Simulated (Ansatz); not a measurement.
```
SnS2
1.0
    3.63837     0.00000     0.00000
   -1.81919     3.15092     0.00000
    0.00000     0.00000     5.70976
Sn S
1 2
Direct
  0.00000   0.00000   0.00000
  0.33333   0.66667   0.25817
  0.66667   0.33333   0.74183
```

No spin polarisation.

Method: Ansatz (a program for electronic structure), PBEsol-D3(BJ), PAW, cutoff 420 eV, no SOC. k-mesh 11×11×6 (Γ-centred); smearing 0.05 eV (Fermi–Dirac).

**Question.** Predict the gap character, band gap and smallest direct gap.

**Answer.** 
```json
{
  "gap_character": "indirect, K–Γ (87 % along) → k = (0, 0.455, 1/3) in the run's primitive reciprocal basis",
  "band_gap": "1.10 eV",
  "smallest_direct_gap": "1.67 eV"
}
```

Load acts through the strain it causes; cell and atoms are relaxed under it. Stability against distortions was not tested. The cell was made from SnS₂ in the CdI2 type structure (space group P-3m1, No. 164; layered, stacked along the Cartesian z axis) by this change: pressure −1 GPa.
